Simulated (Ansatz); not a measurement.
CH3 on the 1x1 (110) surface of bcc Ta, one in a 2x2 cell, energies for each (31.2 Å²). Energies are against CH4(g) − ½ H2(g), without zero-point or thermal terms; each row is named by its start. No converged result for: 2 more starts.

These are PBE (plane waves to 420 eV, PAW; Ansatz, a first-principles code) values and carry that method's errors.

Model: 20-atom slab, 6.8 Å thick at the start under the adsorbate (thin: gaps and levels are the slab's own), 5x5x1 mesh, Fermi-Dirac 0.1 eV, dipole correction, 8 atoms held, the rest relaxed; each run with such symmetry as its start has; no spin, no spin-orbit, no U, no dispersion correction.

A negative adsorption energy means that the adsorbate is more stable on the surface than in its reference. Starts that drift may end in the same place. Heights count from the host atoms within 0.3 Å of the top one.

| starting site | E_ads (eV) | height (Å) | nearest host atom (Å) | bonded to | Δ work function (eV) | lateral drift (Å) |
|---|---|---|---|---|---|---|
| bridge Ta-Ta (span 2.9 Å) | -0.07 | 1.73 | Ta 2.43 | 3 Ta | -1.01 | 1.0 |
| bridge Ta-Ta (span 3.3 Å) | -0.07 | 1.73 | Ta 2.43 | 3 Ta | -1.01 | 0.7 |
